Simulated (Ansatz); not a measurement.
SiC (P6_3mc, relaxed from the 4H type); conventional cell a = b = 3.0584 Å, c = 10.0121 Å, α = β = 90.00°, γ = 120.00°.

The cell was generated from a structure type, relaxed within its symmetry, and need not be the phase found at ambient conditions. Dynamical quadrupoles are not included in the interpolation of the phonons between the solved wave vectors.

Q: What linear thermal expansion coefficients do quasi-harmonic lattice dynamics on DFT at the LDA level (Ansatz, an electronic-structure program) give at 300 K, and what isobaric heat capacity per mole of formula units and Grüneisen parameter?

A: α in the basal plane = 2.3 × 10⁻⁶ K⁻¹; α along c = 2.4 × 10⁻⁶ K⁻¹; C_P = 27.1 J/(mol K); γ = 0.72. The crystal is held in this phase throughout; melting and phase transitions are not modelled.

The PAW data sets were generated under PBE and serve the other functionals too.
